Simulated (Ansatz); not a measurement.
Base system: GaP in the zinc blende structure (space group F-43m, No. 216; a = 5.506 Å).

It is then changed as follows: cell and atoms relaxed at a pressure of 9 GPa.

Levels (all Ansatz, an electronic-structure program, PAW): PBE (420 eV, no SOC); r2SCAN (500 eV, no spin-orbit coupling).

The geometry is relaxed with PBE.

| Item | Value |
|---|---|
| PBE lowest conduction level above the VBM at special points | X 1.51 eV; L 1.87 eV; K 2.12 eV; U 2.12 eV |
| PBE electron mass | 1.2 mₑ along k, 0.22 mₑ across (off the special points) |
| PBE pressure | 8.99 GPa |

Q: Predict the lowest conduction level above the VBM at special points, electron mass and pressure from r2SCAN.

A: The lowest conduction level above the VBM at special points goes from X 1.51 eV; L 1.87 eV; K 2.12 eV; U 2.12 eV to X 1.77 eV; L 2.25 eV; K 2.40 eV; U 2.40 eV; the electron mass remains 1.2 mₑ along k, 0.22 mₑ across (off the special points); the pressure falls by 2.45 GPa (8.99 GPa → 6.54 GPa).

Single points use the geometry relaxed with PBE. Their cutoffs differ, which shifts pressures a little. Load acts through the strain it causes; cell and atoms are relaxed under it. Effective masses come from finite differences of ±0.01 Å⁻¹. Along k means along the line from Γ to the band edge. No phonon test of stability was made. Tetrahedral semiconductors of this kind turn to denser phases somewhere between about 1 and 50 GPa; those were not computed, so compressed cells here can lie past the real transition.
